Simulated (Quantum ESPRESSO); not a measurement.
## Energy against c/a at fixed volume: hcp Sc (space group 194) (Quantum ESPRESSO, PBE)

```
Sc
1.0
    3.34033     0.00000     0.00000
   -1.67017     2.89281     0.00000
    0.00000     0.00000     5.10556
Sc
2
Cartesian
  1.67017   0.96427   3.82917
  0.00000   1.92854   1.27639
```

Method of the run: PBE, GBRV 1.5 ultrasoft (PBE) pseudopotentials (plane waves; Quantum ESPRESSO). Settings: ecutwfc = 65 Ry; ecutrho = 520 Ry; occupations = smearing; smearing = fermi-dirac; degauss = 0.0036749 Ry; potentials = {Sc: sc_pbe_v1.uspp.F.UPF}; K_POINTS = automatic 24 24 12 0 0 0; conv_thr = 1e-10 Ry; mixing_beta = 0.3. The cell above is the first row's. The rows change c/a at fixed volume. In all rows fractional positions and the k mesh are held. E is the free energy at the stated smearing, counted from the lowest row.

```
c/a     E (meV/atom)
------  ------------
1.5285          1.23
1.5444          0.20
1.5603          0.00
1.5762          0.60
1.5921          1.97
1.6081          4.06
1.6240          6.84
1.6399         10.26
1.6558             ?
```

Problem. Using a cubic, estimate the missing E at c/a = 1.6558 from the other rows, showing the fit.

Solution. With u = c/a - 1.58, the rows have u = -0.05150, -0.03560, -0.01970, -0.00380, 0.01210, 0.02810, 0.04400, 0.05990. Least squares gives E = 0.860 + 73.49·u + 1486.3·u² - 1558·u³. Residuals (row less fit): 0.000, 0.002, -0.001, -0.002, 0.006, -0.004, 0.002, 0.000; standard error 0.004 (degrees of freedom: 4). The fitted curve has its minimum at c/a = 1.56, where E = -0.03. To one more digit the minimum is at c/a = 1.556; the ideal close-packed ratio is 1.633. At the withheld row, u = 0.07580, so E = 0.860 + 73.49 × 0.07580 + 1486.3 × 0.07580² - 1558 × 0.07580³ = 14.292 meV/atom. The calculation gives 14.29 meV/atom, which the fit meets to the printed digits. The row lies outside the fitted rows, so this is an extrapolation. From the scatter of the fitted rows alone, a prediction at this place has a standard error of 0.011 meV/atom, so the miss is 0.2 times that.

Carrying the step between the two nearest rows on in a straight line would have given 13.68, off by 0.61; series whose last step already gives the withheld value aren't shown. The reference cell has the volume at which an earlier scan in this program and functional put its minimum by a fit; axis ratios and inner coordinates come from a measured-size cell. The runs keep the symmetry of the cell, so they don't test it for distortions. The best c/a moves a little with volume. In metals such curves are sensitive to mesh and smearing. Cutoffs and mesh are single choices, not tested for convergence of this quantity. Series with a scatter that would blur these digits, or in which a gap closes, are not shown. Strain series were run only where this level's volume lies within 10 % of a first guess from the measured size.
